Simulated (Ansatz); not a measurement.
The reference is ZrC in the rock salt structure (space group Fm-3m, No. 225; a = 4.669 Å; relaxed with 0.1 eV smearing). Axes: x, y, z lie along the cube axes.

Level of theory: DFT with PBEsol, PAW potentials and a 420 eV plane-wave cutoff in Ansatz (a first-principles code), scalar-relativistic without spin-orbit coupling.

For the base:

The shortest interatomic distance comes out as 2.335 Å.

Perturbation: uniaxial stress, 1 GPa tension along x; all other stress components relax to zero.

Task: What happens to the strain response, shortest interatomic distance and energy relative to the base?

Result: The strain response (xx, yy, zz) is (+0.22, −0.04, −0.04) %; the shortest interatomic distance hardly moves (2.335 Å against 2.334 Å); the energy stays essentially unchanged.

Beyond what the load breaks, stability against distortions was not tested. The final runs are not spin-polarised.
